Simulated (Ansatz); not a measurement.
Formation energy of the bound charge states of H interstitial started on O in rock-salt MgO (start: bound to O, open side; 64-site cell, 2×2×2 shifted sampling) against the Fermi level, Mg-rich (Δμ(H) = -0.27 eV, bounded by MgH2 (P4_2/mnm); only phases computed here count, gases as isolated molecules at 0 K). All values below come from PBE, PAW (plane waves to 420 eV; Ansatz, a first-principles code).

Cell and caveats: 64-site cell; 2×2×2 shifted k-points; host gap 4.46 eV; charged states image-corrected; not converged in cell size.

```
E_F − E_VBM (eV)  q = +1  q = 0  q = −1
----------------  ------  -----  ------
0.00               -0.10   4.04    7.04
0.56                0.46   4.04    6.49
1.12                1.02   4.04    5.93
1.67                1.58   4.04    5.37
2.23                2.13   4.04    4.81
2.79                2.69   4.04    4.26
3.35                3.25   4.04    3.70
3.90                3.81   4.04    3.14
4.46                4.37   4.04    2.58
```

Crossings of the lowest lines: (+1/−1) at 3.57 eV.
